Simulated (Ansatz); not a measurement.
Ge (P6₃/mmc, No. 194, 8 atoms in the cell; start mp-1091415; another form than the element's usual one)

Calculation: r²SCAN+rVV10 in Ansatz (PAW).

Numerical settings: plane-wave cutoff 560 eV, 18×18×4 k mesh (along the axes of the cell as run), Fermi–Dirac smearing 0.05 eV, scalar-relativistic PAW data made under PBE.

Cell (relaxed at this level):

```yaml
crystal:
  lattice:
    - [3.98811, 0.00000, 0.00000]
    - [-1.99405, 3.45380, 0.00000]
    - [0.00000, 0.00000, 13.10488]
  atoms:
    - { symbol: Ge, position: [0.00000, 0.00000, 0.40685] }
    - { symbol: Ge, position: [0.00000, 0.00000, 0.59315] }
    - { symbol: Ge, position: [0.00000, 0.00000, 0.90685] }
    - { symbol: Ge, position: [0.00000, 0.00000, 0.09315] }
    - { symbol: Ge, position: [0.33333, 0.66667, 0.34409] }
    - { symbol: Ge, position: [0.66667, 0.33333, 0.65591] }
    - { symbol: Ge, position: [0.66667, 0.33333, 0.84409] }
    - { symbol: Ge, position: [0.33333, 0.66667, 0.15591] }
```

For Ge (P6₃/mmc, No. 194, 8 atoms in the cell; start mp-1091415; another form than the element's usual one), the band gap comes out as 0.29 eV (direct).

Spin–orbit coupling is not included.

The computed numbers hold no vibrational or temperature effects.

It cost about 2.1 core-minutes (a rough figure) of CPU time.

A start named mp-… is a Materials Project structure, which need not be a measured phase.

Ansatz is a program for electronic structure.
